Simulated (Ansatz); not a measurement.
```yaml
crystal:
  lattice:
    - [0.00000, -4.74100, -4.32058]
    - [0.00000, 4.74141, -4.32103]
    - [5.47517, -0.00020, 4.32081]
  atoms:
    - { symbol: Os, position: [0.58463, 0.41606, 0.25018] }
    - { symbol: Os, position: [0.20735, 0.54226, 0.99974] }
    - { symbol: Os, position: [0.70761, 0.04252, 0.00026] }
    - { symbol: Ru, position: [0.33398, 0.16581, 0.75031] }
    - { symbol: Os, position: [0.45764, 0.79260, 0.50000] }
    - { symbol: Os, position: [0.95745, 0.29220, 0.50000] }
    - { symbol: Ru, position: [0.08367, 0.91550, 0.24969] }
    - { symbol: Os, position: [0.83445, 0.66588, 0.74982] }
    - { symbol: Ru, position: [0.54134, 0.20920, 0.50000] }
    - { symbol: Ru, position: [0.16758, 0.33291, 0.24977] }
    - { symbol: Os, position: [0.66701, 0.83246, 0.25015] }
    - { symbol: Ru, position: [0.29107, 0.95912, 0.00005] }
    - { symbol: Ru, position: [0.41781, 0.58314, 0.75023] }
    - { symbol: Os, position: [0.91686, 0.08231, 0.74985] }
    - { symbol: Ru, position: [0.04054, 0.70896, 0.50000] }
    - { symbol: Ru, position: [0.79102, 0.45907, 0.99995] }
```

The mixing enthalpy is taken against the end members in the hexagonal close-packed type, relaxed in the same cell and mesh.

Calculation: PBE (plane waves to 420 eV, PAW; Ansatz, a quantum-chemistry and plane-wave program). Scalar-relativistic, without spin–orbit coupling; the runs are not spin-polarised. Its k-point mesh 6×6×6, Fermi–Dirac width 0.05 eV.

Problem. Give the composition and order of this alloy cell, and its volume, bond lengths and mixing enthalpy.

Solution. A 16-atom cell of (Ru,Os) started in the hexagonal close-packed structure, site fractions Ru 0.500, Os 0.500, short-range order 0.00 among the nearest mixed sites of the first mixed sublattice (0 is random, a negative value favours unlike neighbours), space group Cm at the end.
The volume per atom is 14.02 Å³ and the Os–Ru bonds (within 1.22 times the sum of covalent radii) is 2.702 Å on average, from 2.668 to 2.750 (48). The Os–Os bonds (within 1.22 times the sum of covalent radii) is 2.713 Å on average, from 2.675 to 2.753 (24) and the Ru–Ru bonds (within 1.22 times the sum of covalent radii) is 2.712 Å on average, from 2.670 to 2.751 (24). The mixing enthalpy per site of the mixed sublattice comes out as -9 meV and the departure of the mean lattice parameter from Vegard's line is under 0.15 %, inside the noise of the relaxations.
